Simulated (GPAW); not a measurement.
# Equation of state of AlB2-type MgB2 (space group 191): energy against volume (GPAW, PBEsol)

```yaml
crystal:
  lattice:
    - [3.00028, 0.00000, 0.00000]
    - [-1.50014, 2.59832, 0.00000]
    - [0.00000, 0.00000, 3.41780]
  atoms:
    - { symbol: Mg, position: [0.00000, 0.00000, 0.00000] }
    - { symbol: B, position: [0.66667, 0.33333, 0.50000] }
    - { symbol: B, position: [0.33333, 0.66667, 0.50000] }
```

Computed with PBEsol, GPAW PAW datasets PBEsol (made by gpaw-setup) (plane waves; GPAW 25.7.0). Settings: mode = pw; ecut = 1040 eV; xc = PBEsol; kpts = 22 22 17; mesh shift (steps) = 0 0 0; occupations.name = fermi-dirac; occupations.width = 0.05 eV; nbands = -11; symmetry.symmorphic = false; symmetry.tolerance = 0.0005; maxiter = 120. The cell above is the first row's. The rows scale it uniformly. In all rows fractional positions and the k mesh are held. E is the free energy at the stated smearing, counted from the lowest row.

```csv
V (Å^3/atom),E (meV/atom)
8.8814,20.52
9.0744,9.13
9.2675,2.43
9.4606,0.00
9.6537,1.46
9.8467,6.46
10.0398,14.68
10.2329,25.84
10.4260,?
```

Fit E of the 8 rows that show it with the third-order Birch-Murnaghan form, a cubic in V^(-2/3). With u = V^(-2/3) - 0.222, the rows have u = 0.011173, 0.007855, 0.004651, 0.001557, -0.001435, -0.004326, -0.007126, -0.009838. Least squares gives E = 0.292 - 513.40·u + 210005·u² - 180413·u³. Residuals (row less fit): 0.000, 0.001, 0.001, -0.001, -0.002, 0.002, 0.000, 0.000; standard error 0.002 (degrees of freedom: 4). Its minimum lies at u = 0.001224, so V0 = (0.223224)^(-3/2) = 9.482. There d²E/du² = 418700 and d³E/du³ = -1082000, so B0 = (4/9) × 9.482^(-7/3) × 418700 × 0.160218 = 157 GPa (the last factor turns the table's units into GPa), and B0' = 4 + (2/3) × 0.223224 × (-1082000)/418700 = 3.6. The program's pressures in the fitted runs (not shown) pass through zero at V = 9.48, 0.05 % from this V0.

Problem. Estimate the missing E (V = 10.4260); what did the run itself give?

Solution. u = -0.012466, so E = 0.292 - 513.40 × (-0.012466) + 210005 × (-0.012466)² - 180413 × (-0.012466)³ = 39.677 meV/atom. The calculation gives 39.67 meV/atom, 0.007 meV/atom below the prediction (under 0.05 % of the range of E in the table). The row lies outside the fitted rows, so this is an extrapolation.

Carrying the step between the two nearest rows on in a straight line would have given 37.00, off by 2.67; series whose last step already gives the withheld value aren't shown. The scan was laid around a cell of about the measured size, scaled by a guess for this functional; axis ratios and inner coordinates come from that cell. The runs keep the symmetry of the cell, so they don't test it for distortions. The shape of the cell and the inner coordinates aren't relaxed, so V0 and B0 belong to this uniform scaling; a relaxed crystal lies no higher in energy and is usually softer. Cutoffs and mesh are single choices, not tested for convergence of this quantity. Series with a scatter that would blur these digits, or in which a gap closes, are not shown. Nor are scans whose minimum lies at an end fitted in this form.
